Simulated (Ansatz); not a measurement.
A computed series for AgRhO2: pressure series

Start from AgRhO2 (space group R-3m, No. 166; a = 3.054 Å, c = 18.576 Å (hexagonal axes); a model cell, its experimental status unchecked).

Cell and atoms are relaxed at each pressure.

The values are results of PBEsol, PAW, 420 eV (Ansatz, a quantum-chemistry and plane-wave program; no spin-orbit coupling), not measurements.

```
pressure (GPa)  volume per atom (Å³/atom)
--------------  -------------------------
-2                                 12.658
-1                                 12.578
0                                  12.499
3                                  12.280
7                                  12.014
15                                 11.559
30                                 10.883
50                                      ?
75                                  9.578
```

Task: Fit the third-order Birch–Murnaghan form P(V) = (3B₀/2)[(V₀/V)^(7/3) − (V₀/V)^(5/3)]·[1 + (3/4)(B₀′ − 4)((V₀/V)^(2/3) − 1)] (squares taken in P) to the rows shown and predict the withheld row.

Result: Least squares on the printed values gives V₀ = 12.500 Å³/atom, B₀ = 163 GPa, B₀′ = 4.1; this predicts 10.209 Å³/atom, and the run gives 10.206 Å³/atom, 0.003 lower.

Load acts through the strain it causes; cell and atoms are relaxed under it. No phonon test of stability was made. No other phases were tried under pressure.
